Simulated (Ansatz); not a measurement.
Consider WO₃ (space group Cmcm, No. 63; a = 5.4539 Å, b = 5.4743 Å, c = 7.4603 Å; a cell from a computed database, its experimental status unchecked).

It is then changed as follows: cell and atoms relaxed at a pressure of 7.5 GPa.

Levels (all Ansatz, a quantum-chemistry and plane-wave program, PAW): PBEsol (420 eV, no spin-orbit coupling); PBEsol+SOC (420 eV, spin-orbit coupling included).

The geometry is relaxed with PBEsol.

| Item | Value |
|---|---|
| PBEsol electron mass | 0.47 mₑ along a, 0.58 mₑ along b, 0.19 mₑ along c (at Γ) |
| PBEsol band gap | 1.27 eV |
| PBEsol gap character | indirect, Y → Γ |

Problem. Predict the electron mass, band gap and gap character from PBEsol+SOC.

Solution. The electron mass changes from 0.47 mₑ along a, 0.58 mₑ along b, 0.19 mₑ along c (at Γ) to 0.48 mₑ along a, 0.51 mₑ along b, 0.19 mₑ along c (at Γ); the band gap decreases by 0.15 eV (1.27 eV → 1.12 eV); the gap character stays indirect, Y → Γ.

Single points use the geometry relaxed with PBEsol. The spin-orbit shifts are approximate. Spin-orbit coupling, missing from the scalar runs, can matter with W. Load acts through the strain it causes; cell and atoms are relaxed under it. Masses are band curvatures over ±0.01 Å⁻¹ around the edge. No phonon test of stability was made. No other phases were tried under pressure.
